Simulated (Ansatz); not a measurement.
## InAs (model structure, within 0.1 Å of F-43m, No. 216, 2 atoms in the cell): smallest direct gap on the k points sampled by level of theory

No measured value is used here.

```tsv
level (code)	value (eV)
r²SCAN (Ansatz)	0.14
r²SCAN+SOC (Ansatz)	0.04
HSE06 (Ansatz)	0.41
HSE06+SOC (Ansatz)	0.29
PBE0 (Ansatz)	0.92
```

Computed values are for a static lattice. Spin–orbit coupling is included only where a level's name says +SOC; with heavier elements it mostly lowers gaps and can invert bands.  Values are at the PBEsol cell. Cutoffs and k meshes differ between the levels. Ansatz's density-functional and Hartree–Fock values are scalar-relativistic unless marked +SOC, with PAW data made under PBE.

A model structure was made by putting elements into a prototype or built by hand; here it ended with the formula and space group of a phase in our tables.

Ansatz is a program for electronic structure.
